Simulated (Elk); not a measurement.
Band structure of LuAlSi (Cmcm, 6 atoms in the cell).

```
LuAlSi
1.0
    1.95531    -4.97024     0.00000
    1.95531     4.97024     0.00000
    0.00000     0.00000     5.53693
Lu Al Si
2 2 2
Direct
  0.69541   0.30459   0.75000
  0.30459   0.69541   0.25000
  0.00000   0.00000   0.50000
  0.00000   0.00000   0.00000
  0.39885   0.60115   0.75000
  0.60115   0.39885   0.25000
```

Method: Elk with PBEsol, all-electron FP-LAPW, Elk's shipped species files, default APW+lo basis.

Settings: xctype = 22; swidth = 0.00367493 Ha; ngridk = 7 7 5; maxscl = 100.

The starting cell comes from a database of computed structures (which also holds hypothetical and non-ambient phases and stackings), without a prior relaxation at this level. Its lattice was rescaled by a random factor within 2.5 % of one. Spin-orbit coupling is off. Values depend on the basis (sphere radii, cutoffs, local orbitals), which need not be converged.

Levels in eV from the Fermi level, bands 35 to 42:
| point | 35 | 36 | 37 | 38 | 39 | 40 | 41 | 42 |
|---|---|---|---|---|---|---|---|---|
| Γ | -2.03 | -1.87 | -1.12 | -0.90 | 0.80 | 1.23 | 1.68 | 2.33 |
| X | -2.93 | -2.82 | -1.52 | -1.19 | 0.16 | 0.49 | 2.76 | 3.02 |
| S | -2.86 | -2.33 | -2.29 | -1.16 | -0.29 | 0.76 | 2.83 | 3.43 |
| R | -2.41 | -2.41 | -1.09 | -1.09 | 1.20 | 1.20 | 2.19 | 2.19 |
| A | -1.67 | -1.67 | -1.13 | -1.13 | 0.66 | 0.66 | 2.26 | 2.26 |
| Z | -2.34 | -2.34 | -1.04 | -1.04 | 1.11 | 1.11 | 1.77 | 1.77 |
| Y | -1.98 | -1.51 | -0.41 | 0.36 | 0.79 | 1.68 | 2.40 | 2.63 |
| X1 | -2.93 | -2.82 | -1.52 | -1.19 | 0.16 | 0.49 | 2.76 | 3.02 |
| A1 | -1.67 | -1.67 | -1.13 | -1.13 | 0.66 | 0.66 | 2.26 | 2.26 |
| T | -1.71 | -1.71 | -0.56 | -0.56 | 1.20 | 1.20 | 1.31 | 1.31 |

Bands cross the Fermi level along this path, so the cell is metallic at this level.
